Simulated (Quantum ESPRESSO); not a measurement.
A self-consistent single point of InAsPt5 (P4/mmm, 7 atoms in the cell) with Quantum ESPRESSO.

Level of theory: PBEsol, GBRV 1.5 ultrasoft (PBESOL) pseudopotentials (plane waves; Quantum ESPRESSO 7.5).

```
CELL_PARAMETERS angstrom
      3.95777     0.00000     0.00000
      0.00000     3.95777     0.00000
      0.00000     0.00000     6.97704
ATOMIC_POSITIONS crystal
  In 0.50000 0.50000 0.00000
  As 0.00000 0.00000 0.50000
  Pt 0.00000 0.50000 0.28575
  Pt 0.00000 0.50000 0.71425
  Pt 0.50000 0.00000 0.28575
  Pt 0.50000 0.00000 0.71425
  Pt 0.00000 0.00000 0.00000
```

Reference input (self-consistent single point, DFT, PBEsol, plane waves, GBRV 1.5 ultrasoft (PBESOL) pseudopotentials): ecutwfc = 40 Ry; ecutrho = 320 Ry; occupations = smearing; smearing = fd; degauss = 0.0073499 Ry; K_POINTS = automatic 6 6 3 1 1 1; conv_thr = 1e-11 Ry; mixing_beta = 0.7. This run's input differs from it in these lines:

```diff
@@ -15,3 +15,3 @@
  ecutwfc = 40
- ecutrho = 320
+ ecutrho = 80
  occupations = 'smearing'
```

Output, abridged:

```
     Self-consistent Calculation

     iteration #  1     ecut=    40.00 Ry     beta= 0.70

     negative rho (up, down):  8.371E-01 0.000E+00

     total energy              =   -1220.86704161 Ry
     estimated scf accuracy    <      10.28250707 Ry

     iteration #  2     ecut=    40.00 Ry     beta= 0.70

     negative rho (up, down):  8.473E-01 0.000E+00

     total energy              =   -1214.40966387 Ry
     estimated scf accuracy    <      65.87742758 Ry

     iteration #  3     ecut=    40.00 Ry     beta= 0.70

     negative rho (up, down):  8.706E-01 0.000E+00

     total energy              =   -1225.19374316 Ry
     estimated scf accuracy    <      10.44105956 Ry

   [... 10 blocks of this kind left out ...]

     iteration # 14     ecut=    40.00 Ry     beta= 0.70

     negative rho (up, down):  8.739E-01 0.000E+00

     total energy              =   -1226.12042092 Ry
     estimated scf accuracy    <          1.3E-11 Ry

     iteration # 15     ecut=    40.00 Ry     beta= 0.70

     negative rho (up, down):  8.739E-01 0.000E+00
     End of self-consistent calculation

     the Fermi energy is    19.8905 ev

!    total energy              =   -1226.12042092 Ry
     estimated scf accuracy    <          2.8E-14 Ry
     smearing contrib. (-TS)   =      -0.00382420 Ry
     internal energy E=F+TS    =   -1226.11659672 Ry

     convergence has been achieved in  15 iterations

     negative rho (up, down):  8.739E-01 0.000E+00

     Forces acting on atoms (cartesian axes, Ry/au):

     atom    1 type  1   force =     0.00000000    0.00000000    0.00000000
     atom    2 type  2   force =     0.00000000    0.00000000    0.00000000
     atom    3 type  3   force =     0.00000000    0.00000000   -0.00194655
     atom    4 type  3   force =     0.00000000    0.00000000    0.00194655
     atom    5 type  3   force =     0.00000000    0.00000000   -0.00194655
   [... lines left out ...]
     Total force =     0.003893     Total SCF correction =     0.000000
   [... lines left out ...]

     negative rho (up, down):  8.739E-01 0.000E+00
          total   stress  (Ry/bohr**3)                   (kbar)     P=      120.03
   0.00081277   0.00000000   0.00000000          119.56        0.00        0.00
   0.00000000   0.00081277   0.00000000            0.00      119.56        0.00
   0.00000000   0.00000000   0.00082237            0.00        0.00      120.97

   JOB DONE.
```

The run converged in 15 iterations. Against the reference run the free energy falls by 48.9 meV/atom, the pressure goes from 7.34 to 12.00 GPa and the largest force goes from 0.056 to 0.050 eV/Å.

The starting cell comes from a database of computed structures (which also holds hypothetical and non-ambient phases and stackings), without a prior relaxation at this level. Its lattice was rescaled by a random factor within 2.5 % of one. Spin polarisation is off.

Cost on one core of a shared machine: roughly 50 s.
